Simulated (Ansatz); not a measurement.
SiO2: band gap against strain

SiO2 (rutile, P4_2/mnm, 7.854 Å³/atom at rest, c along z) under an equal strain ε along all three axes. PBEsol in Ansatz, a plane-wave DFT program (PAW, default set), 420 eV, 8×8×12 Γ-centred mesh, Fermi-Dirac smearing 0.05 eV; ions are relaxed within the symmetry of each cell. Gaps are the smallest over the k-mesh and a band path, without spin-orbit coupling; in all rows the valence edge lies at Γ and the conduction edge at Γ.

Here s stands for strain and Eg for gap.

```csv
strain (%),gap (eV)
0.00,5.354
0.60,5.066
1.20,4.787
1.80,4.517
3.00,?
```

**Question.** Fit Eg against s with a straight line, and predict the withheld value at s = 3.00.

**Answer.** Means: s 0.90000, Eg 4.9310. About the means, the sum of products is -0.83700 and the sum of squares of s is 1.8000; the slope is their ratio. Least squares gives Eg = 5.3495 - 0.46500·s. Residuals (row less fit): 0.0045, -0.0045, -0.0045, 0.0045; standard error 0.0064 (degrees of freedom: 2). Over these rows the gap moves by -46 ± 0.5 eV per unit strain, or -16 eV per unit of ln V. At the withheld row, Eg = 5.3495 - 0.46500 × 3.0 = 3.9545 eV. The calculation gives 3.996 eV, 0.0415 eV above the prediction (3.1 % of the range of Eg in the table). The row lies outside the fitted rows, so this is an extrapolation. From the scatter of the fitted rows alone, a prediction at this place has a standard error of 0.0122 eV, so the miss is 3.4 times that.

One order more, fitted to all 6 runs of the series, follows each within 0.001, so the miss is the next term of a smooth law. SiO2 is here stishovite, a high-pressure form. Rows are the converged runs of the series near zero and its far end; series whose fitted rows scatter by over a few per cent of the range, as at a crossing or softening among them, aren't shown in this form. Most that stay on the fit to the last digits aren't either.
